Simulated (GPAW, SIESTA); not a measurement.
A SIESTA input for a self-consistent single point of Sr2H3I (P-3m1, 6 atoms in the cell) (DFT, GGA PBEsol, numerical atomic orbitals DZP, PseudoDojo PBEsol standard norm-conserving potentials (rewritten from UPF to PSML)):

```
# files in the folder: Sr.psml H.psml I.psml (PseudoDojo PBEsol standard)
SystemName  Sr2H3I
SystemLabel Sr2H3I

NumberOfAtoms                6
NumberOfSpecies              3
%block ChemicalSpeciesLabel
  1 38 Sr
  2 1 H
  3 53 I
%endblock ChemicalSpeciesLabel
LatticeConstant              1.0 Ang
%block LatticeVectors
     4.157875000    0.000000000    0.000000000
    -2.078938000    3.600826000    0.000000000
     0.000000000    0.000000000    7.529095000
%endblock LatticeVectors
AtomicCoordinatesFormat      ScaledCartesian
%block AtomicCoordinatesAndAtomicSpecies
     2.078939412    1.200274133    5.109695613  1
    -0.000002412    2.400551867    2.419399387  1
     0.000000000    0.000000000    3.764547500  2
     2.078939412    1.200274133    2.689769189  2
    -0.000002412    2.400551867    4.839325811  2
     0.000000000    0.000000000    0.000000000  3
%endblock AtomicCoordinatesAndAtomicSpecies

XC.functional                GGA
XC.authors                   PBEsol
PAO.BasisSize                DZP
PAO.EnergyShift              0.005 Ry
MeshCutoff                   300 Ry
%block kgrid.MonkhorstPack
    6   0   0  0.0
    0   6   0  0.0
    0   0   3  0.0
%endblock kgrid.MonkhorstPack
OccupationFunction           FD
ElectronicTemperature        232.09 K

MaxSCFIterations             150
SCF.Mixer.Method             Pulay
SCF.Mixer.Weight             0.25
SCF.Mixer.History            8
SCF.DM.Tolerance             1.0E-05
Diag.ParallelOverK           true
WriteForces                  true
```

Task: Translate this input to GPAW.

Result: This is the input that was run; spellings and numerical settings could be chosen otherwise.

```python
from ase import Atoms
from ase.units import GPa
from gpaw import GPAW

atoms = Atoms(['Sr', 'Sr', 'H', 'H', 'H', 'I'],
              cell=[[4.157875, 0.000000, 0.000000],
                    [-2.078938, 3.600826, 0.000000],
                    [0.000000, 0.000000, 7.529095]],
              positions=[[2.078939, 1.200274, 5.109696],
                         [-0.000002, 2.400552, 2.419399],
                         [0.000000, 0.000000, 3.764547],
                         [2.078939, 1.200274, 2.689769],
                         [-0.000002, 2.400552, 4.839326],
                         [0.000000, 0.000000, 0.000000]],
              pbc=True)

calc = GPAW(mode={'name': 'pw', 'ecut': 850},
            xc='PBEsol',
            kpts={'size': (6, 6, 3), 'gamma': True},
            occupations={'name': 'fermi-dirac', 'width': 0.02},
            nbands=-8,
            convergence={'forces': 0.001, 'bands': -6},
            symmetry={'symmorphic': False, 'tolerance': 0.0005},
            maxiter=150)

atoms.calc = calc

energy = atoms.get_potential_energy()
print('Energy (eV):', round(energy, 6))
forces = atoms.get_forces()
print('Forces (eV/Ang):')
print(forces.round(5))
stress = atoms.get_stress()
print('Stress (GPa, Voigt):', (stress / GPa).round(4))
```

Basis settings and potentials, where a program has them, do not carry over. This input uses DFT PBEsol, plane waves, GPAW PAW datasets PBEsol (made by gpaw-setup).

The starting cell comes from a database of computed structures (which also holds hypothetical and non-ambient phases and stackings), without a prior relaxation at this level. For this run, on top of that: lattice scaled by 0.98.
